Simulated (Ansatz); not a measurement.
Functionals compared on the (22-43) surface of hcp Be in its 1x1 cell, outermost plane spacing 0.26 Å in the ideal cut, in Ansatz (plane waves, PAW). The structure was relaxed with PBE; the other rows are single points on it. Cutoff 420 eV (500 eV for r2SCAN).

Slab: 41 atoms, 10.2 Å thick at the start (thin: gaps and levels are the slab's own); k 10x5x1, smearing 0.1 eV, dipole-corrected; all atoms relaxed; start symmetry kept, larger cells not searched; no spin, no spin-orbit, no U. These notes are the PBE run's.

```json
[
 {"functional": "PBE", "work function of the top face (eV)": "4.62", "rough cost of the single point": "–"},
 {"functional": "LDA", "work function of the top face (eV)": "4.78", "rough cost of the single point": "very roughly 4 core-minutes"},
 {"functional": "PBEsol", "work function of the top face (eV)": "…", "rough cost of the single point": "very roughly 4 core-minutes"},
 {"functional": "RPBE", "work function of the top face (eV)": "4.54", "rough cost of the single point": "about 4 core-minutes (a rough figure)"},
 {"functional": "r2SCAN", "work function of the top face (eV)": "4.64", "rough cost of the single point": "very roughly 7 core-minutes"}
]
```

Problem. What belongs in the gaps?

Solution. 
- PBEsol, work function of the top face (eV): 4.66

Ansatz is a program for electronic structure.
